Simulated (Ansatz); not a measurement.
## Quick settings and what they miss: Zn3SbN3 (Cm, 7 atoms in the cell)

Self-consistent single point.

```yaml
crystal:
  lattice:
    - [3.30938, -3.20150, 0.00000]
    - [3.30938, 3.20150, 0.00000]
    - [-3.13552, 0.00000, 4.44268]
  atoms:
    - { symbol: Zn, position: [0.64266, 0.64266, 0.11808] }
    - { symbol: Zn, position: [0.75602, 0.31486, 0.51983] }
    - { symbol: Zn, position: [0.31486, 0.75602, 0.51983] }
    - { symbol: Sb, position: [0.06051, 0.06051, 0.00241] }
    - { symbol: N, position: [0.41104, 0.94206, 0.29988] }
    - { symbol: N, position: [0.94206, 0.41104, 0.29988] }
    - { symbol: N, position: [0.69872, 0.69872, 0.81219] }
```

Method of the run: PBEsol, default PAW files made with PBE (plane waves; Ansatz, a first-principles code).

Base settings: basis.ecutwfc = 420 eV; kpoints.mp_grid.grid = 4 4 4; hamiltonian.xc = pbesol; hamiltonian.pseudopotentials = {kind: paw} (the program's default PAW files); scf.occupations.method = gaussian; scf.occupations.width = 0.05 eV.

Tight run (finer mesh or higher cutoff; not a proven limit): basis.ecutwfc: 420 eV → 590 eV; kpoints.mp_grid.grid: 4 4 4 → 6 6 6; scf.convergence.dr2_threshold: default (1e-07 eV) → 1e-09 eV. It gave top of the valence band (on the code's own zero) 9.40 eV; gap on the k-point mesh 1.53 eV; pressure 9.12 GPa; largest force (vector length) 1.258 eV/Å.

Quick runs, as changes from the base:
- A: the base itself
- B: basis.ecutwfc: 420 eV → 295 eV; scf.occupations.method: gaussian → methfessel_paxton; scf.occupations.width: 0.05 eV → 0.2 eV; kpoints.mp_grid.shift: default → 0.5 0.5 0.5; scf.convergence.dr2_threshold: default (1e-07 eV) → 0.0001 eV
- C: basis.ecutwfc: 420 eV → 250 eV; kpoints.mp_grid.grid: 4 4 4 → 6 6 6
- D: basis.ecutwfc: 420 eV → 250 eV; kpoints.mp_grid.grid: 4 4 4 → 1 1 1
- E: basis.ecutwfc: 420 eV → 335 eV; kpoints.mp_grid.grid: 4 4 4 → 2 2 2; hamiltonian.xc: pbesol → lda; scf.occupations.method: gaussian → fermi_dirac; scf.occupations.width: 0.05 eV → 0.5 eV; kpoints.mp_grid.shift: default → 0.5 0.5 0.5 [LDA (PW92)]
- F: kpoints.mp_grid.grid: 4 4 4 → 3 3 3; hamiltonian.xc: pbesol → b3lyp [B3LYP]
- G: kpoints.mp_grid.grid: 4 4 4 → 3 3 3; hamiltonian.xc: pbesol → hse06 [HSE06]

Energies are extrapolated to zero smearing width, which holds to low order in the width alone.

Dashes: energy of E, F, G, another energy zero; count of F, G, another kind of functional, whose work the count does not hold.

Gaps are read on each run's own mesh, which may miss the band edges.

† marks runs with another functional, U, potentials or spin treatment: their distance from the tight run is not a convergence error alone.

The count of work is k-points × plane waves × bands × iterations; it is no time. 

Pressures in the table are Ansatz's without its Pulay estimate, at a fixed set of plane waves; the tight run's value above holds the estimate.

The starting cell comes from a database of computed structures (which also holds hypothetical and non-ambient phases and stackings), without a prior relaxation at this level. Its lattice was rescaled by a random factor within 2.5 % of one. Spin-orbit coupling is off. In the base run, with a pressure of about 9 GPa the cell is away from its equilibrium volume at this level. In the base run, forces exceed 1 eV/Å.

```csv
run,energy less tight (meV/atom),pressure less tight (GPa),largest miss in a force vector (eV/Å),gap on the mesh less tight (eV),count of work / tight
A,4.1,-0.41,0.005,-0.042,0.16
B,209.0,-17.17,0.037,0.491,0.057
C,1044.2,-69.52,0.297,-0.039,0.22
D,996.1,-85.15,1.319,1.373,0.0036
E†,–,-8.94,0.184,1.012,0.016
F†,–,6.82,0.353,1.607,–
G†,–,1.81,0.670,1.102,–
```

The base run finds a smaller gap than the tight one, whose mesh may miss a band edge.

Among the runs at the tight run's level, the energy misses run from 4.1 to 1044.2 meV/atom.

Left out of this page: 1 run of the series outside the window shown, repeating another row's setting, or not comparable.

Keys are those of Ansatz 0.2.
